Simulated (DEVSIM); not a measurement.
System: Al0.15Ga0.85As/GaAs p-n heterojunction, at 300 K.

```csv
layer (left to right),material,thickness (μm),Nd (cm⁻³),Na (cm⁻³),τn (s),τp (s)
1,Al0.15Ga0.85As,0.0620,-,1.1e16,7.9e-10,7.9e-10
2,GaAs,1.50,1.2e16,-,7.9e-10,7.9e-10
```

Left contact: ohmic. Right contact: ohmic. Voltage is applied to the left contact. Recombination: SRH at mid-gap. Mobility is constant in doping.

This is a model device: material constants are rounded textbook-type values typed into the input, and sizes, dopings and lifetimes were drawn at random. Values at 300 K.

| parameter | Al0.15Ga0.85As | GaAs |
|---|---|---|
| gap (eV) | 1.611 | 1.424 |
| affinity (eV) | 3.9515 | 4.07 |
| permittivity | 12.47 | 12.9 |
| Nc (cm⁻³) | 5.6e17 | 4.7e17 |
| Nv (cm⁻³) | 9e18 | 9e18 |
| μn (cm²/Vs) | 5695 | 8500 |
| μp (cm²/Vs) | 282 | 400 |

Simulated with DEVSIM: 1D drift-diffusion, Boltzmann statistics, complete ionisation; no tunnelling, impact ionisation, image-force lowering or self-heating. Band offsets follow the typed affinities; no thermionic-emission limit at abrupt steps, no polarisation charge.

### Question
Give the dark reverse current.

### Answer

| V (V) | J (A/cm²) |
|---|---|
| -0.10 | -6.8e-10 |
| -0.25 | -1.4e-9 |
| -0.50 | -2.4e-9 |
| -0.75 | -3.3e-9 |
| -1.00 | -4.1e-9 |
| -1.50 | -5.6e-9 |
| -2.00 | -6.9e-9 |
| -2.50 | -8.0e-9 |
| -3.25 | -9.5e-9 |
| -4.00 | -1.1e-8 |
| -5.00 | -1.2e-8 |
